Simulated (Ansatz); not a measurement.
WSi2, response to strain

The reference is WSi2 (space group I4/mmm, No. 139; a = 3.185 Å, c = 7.773 Å; relaxed with 0.1 eV smearing). Axes: x, y, z lie along a, b, c of the conventional cell.

Strains are applied to the cell and any free atomic positions relax; under biaxial strain the out-of-plane vector relaxes too.

All numbers come from LDA (Ansatz, a quantum-chemistry and plane-wave program; PAW; 420 eV plane waves; no spin-orbit coupling).

Notes on the quantities. energy relative to the base: free energy F; in-plane stress: mean in-plane stress (compression positive).

```csv
case,out-of-plane strain,energy relative to the base,in-plane stress
base,–,0 meV/atom,–
"biaxial strain −3.00 %, plane normal [001], relaxed out of plane",+1.30 %,+43 meV/atom,+18.2 GPa
"biaxial strain −2.50 %, plane normal [001], relaxed out of plane",+1.05 %,+29 meV/atom,+14.9 GPa
"biaxial strain −2.00 %, plane normal [001], relaxed out of plane",+0.82 %,+19 meV/atom,+11.7 GPa
"biaxial strain −1.00 %, plane normal [001], relaxed out of plane",+0.39 %,+4.6 meV/atom,+5.6 GPa
"biaxial strain +0.50 %, plane normal [001], relaxed out of plane",-0.18 %,+1.1 meV/atom,-2.7 GPa
"biaxial strain +1.50 %, plane normal [001], relaxed out of plane",-0.51 %,+9.7 meV/atom,-7.7 GPa
"biaxial strain +2.00 %, plane normal [001], relaxed out of plane",-0.67 %,+17 meV/atom,-10.0 GPa
"biaxial strain +2.50 %, plane normal [001], relaxed out of plane",-0.82 %,+26 meV/atom,-12.3 GPa
"biaxial strain +3.00 %, plane normal [001], relaxed out of plane",-0.96 %,+38 meV/atom,-14.4 GPa
```

Stability against distortions was not tested. The final runs are not spin-polarised.
